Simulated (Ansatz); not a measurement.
**A computed series for HfO2: response to strain**

Start from HfO2 (space group P2_1/c, No. 14).

```yaml
crystal:
  lattice:
    - [5.16120, 0.00000, 0.00000]
    - [0.00000, 5.21182, 0.00000]
    - [-0.89809, 0.00000, 5.27640]
  atoms:
    - { symbol: Hf, position: [0.27574, 0.04289, 0.20837] }
    - { symbol: Hf, position: [0.72426, 0.54289, 0.29163] }
    - { symbol: Hf, position: [0.72426, 0.95711, 0.79163] }
    - { symbol: Hf, position: [0.27574, 0.45711, 0.70837] }
    - { symbol: O, position: [0.06715, 0.32865, 0.34844] }
    - { symbol: O, position: [0.93285, 0.82865, 0.15156] }
    - { symbol: O, position: [0.93285, 0.67135, 0.65156] }
    - { symbol: O, position: [0.06715, 0.17135, 0.84844] }
    - { symbol: O, position: [0.44917, 0.75721, 0.47664] }
    - { symbol: O, position: [0.55083, 0.25721, 0.02336] }
    - { symbol: O, position: [0.55083, 0.24279, 0.52336] }
    - { symbol: O, position: [0.44917, 0.74279, 0.97664] }
```

Cartesian axes are those of the cell as printed.

Strains are applied to the cell and any free atomic positions relax; under biaxial strain the out-of-plane vector relaxes too; under stress the whole cell relaxes.

Computed with Ansatz (a quantum-chemistry and plane-wave program) PBE, scalar-relativistic without spin-orbit coupling.

Notes on the quantities. energy relative to the base: free energy F; pressure: mean of the normal stresses, compression positive.

| variant | band gap | energy relative to the base | volume per atom | smallest direct gap | pressure |
|---|---|---|---|---|---|
| base | 4.04 eV | 0 meV/atom | 11.83 Å³ | 4.12 eV | 0.00 GPa |
| biaxial strain −0.47 %, plane normal [001], relaxed out of plane | ___ | ___ | 11.77 Å³ | 4.15 eV | 1.24 GPa |
| isotropic strain −2.89 % | 4.27 eV | +58 meV/atom | 10.83 Å³ | 4.36 eV | ___ |
| isotropic strain −0.52 % | 4.04 eV | +1.9 meV/atom | 11.64 Å³ | 4.12 eV | 3.25 GPa |
| isotropic strain +0.84 % | 4.05 eV | +4.6 meV/atom | 12.13 Å³ | 4.13 eV | -4.79 GPa |
| uniaxial strain ε_yy = +2.53 % | 4.02 eV | ___ | 12.13 Å³ | 4.13 eV | -5.26 GPa |
| uniaxial stress, 5 GPa tension along z | 4.15 eV | +4.2 meV/atom | 11.96 Å³ | 4.21 eV | – |

Q: What belongs in the blanks?

A: 
- biaxial strain −0.47 %, plane normal [001], relaxed out of plane, band gap: 4.07 eV
- biaxial strain −0.47 %, plane normal [001], relaxed out of plane, energy relative to the base: +0.7 meV/atom
- isotropic strain −2.89 %, pressure: 19.11 GPa
- uniaxial strain ε_yy = +2.53 %, energy relative to the base: +8.6 meV/atom

Spin-orbit coupling, missing from the scalar runs, can matter with Hf. Stability under load was not tested beyond the relaxation.
